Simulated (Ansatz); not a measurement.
**AlN under a change: biaxial strain −2.08 %, plane normal [111], relaxed out of plane**

Base system: AlN in the zinc blende structure (space group F-43m, No. 216; a = 4.342 Å). Axes: x, y, z lie along the cube axes.

One thing is altered: compressive biaxial strain of 2.08 % in the plane normal to [111], as in epitaxy on a mismatched substrate; the out-of-plane cell vector and the atoms relax.

Computed with Kohn–Sham DFT with the LDA functional, run in Ansatz (a quantum-chemistry and plane-wave program) with PAW and 420 eV plane waves, no spin-orbit coupling. k-mesh 13×13×13 (Γ-centred); smearing 0.05 eV (Fermi–Dirac).

- Space group = R3m (No. 160) (base F-43m (No. 216))
- Shortest interatomic distance = 1.855 Å (base 1.880 Å)
- Energy relative to the base (free energy F) = +15 meV/atom
- Pressure (mean of the normal stresses, compression positive) = 7.68 GPa (base 0.00 GPa)
- Band gap = 3.16 eV (base 3.25 eV)
- Gap character = indirect, Γ → F
- Smallest direct gap = 4.57 eV (base 4.39 eV)
- Valence-band top at Γ (three highest levels, from the VBM) = 0.00, 0.00, -0.28 eV
- Valley order (the lowest conduction-band minima on the path, energy above the VBM, named in the base's zone) = X along [100] 3.16 eV; Γ 4.57 eV (base X along ⟨100⟩ 3.25 eV; Γ 4.39 eV)
- Out-of-plane strain = +0.78 %
- Ratio −ε⊥/ε∥ = 0.38
- Mean in-plane stress (compression positive) = +11.5 GPa

Final structure (turned so that z lies along the plane normal):

```xyz
2
Lattice="3.0066 0.0000 0.0000 1.5033 2.6038 0.0000 1.5033 -0.8679 2.5266" Properties=species:S:1:pos:R:3 pbc="T T T"
Al     0.0000     0.0000     0.0109
N      3.0066     0.0000     1.8840
```

Whether these cells are dynamically stable was not tested. This is not the structure that AlN has at room temperature and ambient pressure. k-point labels follow each cell's own Brillouin zone.
